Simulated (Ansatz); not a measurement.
The reference is BaF2 in the fluorite structure (space group Fm-3m, No. 225; a = 6.1374 Å). Axes: x, y, z lie along the cube axes.

The values are results of DFT with PBEsol, PAW potentials and a 420 eV plane-wave cutoff in Ansatz (an electronic-structure program), no SOC, not measurements.

Strains are applied to the cell and any free atomic positions relax; under biaxial strain the out-of-plane vector relaxes too; under stress the whole cell relaxes.

One change was made to it. Results:

| quantity | base | after |
|---|---|---|
| electron mass | 0.48 mₑ (at Γ) | 0.58 mₑ along z, 0.48 mₑ across (at Γ) |
| volume per atom | 19.27 Å³ | 20.04 Å³ |

### Question
What was done to the base?
(A) biaxial strain −1.16 %, plane normal [001], relaxed out of plane
(B) uniaxial stress, 8 GPa tension along z
(C) isotropic strain +0.85 %

### Answer
B, uniaxial stress, 8 GPa tension along z. For comparison, the electron mass in the other runs: isotropic strain +0.85 % gives 0.49 mₑ (at Γ); biaxial strain −1.16 %, plane normal [001], relaxed out of plane gives 0.48 mₑ (at Γ).

The levels and masses belong to the bands next to the band gap. Masses are band curvatures over ±0.01 Å⁻¹ around the edge. Beyond what the load breaks, stability against distortions was not tested.
